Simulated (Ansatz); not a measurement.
Effect of isotropic strain +4.95 % on Se

Start from Se (space group P3_121, No. 152; a = 4.507 Å, c = 4.989 Å; made of chains).

The change: an isotropic linear strain of +4.95 %, atoms relaxed at fixed cell.

The values are results of r2SCAN in Ansatz (plane waves to 500 eV, PAW, without spin-orbit coupling), earlier PAW set, not measurements. Γ-centred 9×9×7 mesh, Fermi–Dirac width 0.05 eV.

Volume per atom: 33.81 Å³ (base 29.25 Å³)
Space group: P3_121 (No. 152) (base P3_121 (No. 152))
Shortest interatomic distance: 2.389 Å (base 2.373 Å)
Energy relative to the base (free energy F): +33 meV/atom
Band gap: 1.01 eV (base 1.33 eV)
Gap character: indirect, L → H (base indirect, L → H)
Smallest direct gap: 1.17 eV (base 1.55 eV)
Width of the top valence band: 1.00 eV (base 1.39 eV)
Electron mass: 0.17 mₑ along c, 0.58 mₑ across (at H) (base 0.18 mₑ along c, 0.43 mₑ across (at H))
Largest internal atomic displacement: 0.084 Å

Final structure:

```
Se
1.0
    4.72965     0.00000     0.00000
   -2.36483     4.09600     0.00000
    0.00000     0.00000     5.23578
Se
3
Direct
  0.19908   0.00000   0.83333
  0.00000   0.19908   0.16667
  0.80092   0.80092   0.50000
```

Masses are band curvatures over ±0.01 Å⁻¹ around the edge. No phonon test of stability was made. No dispersion term is included, though the crystal is made of layers, chains or molecules, so its spacings can come out too wide.

Ansatz is an electronic-structure program.
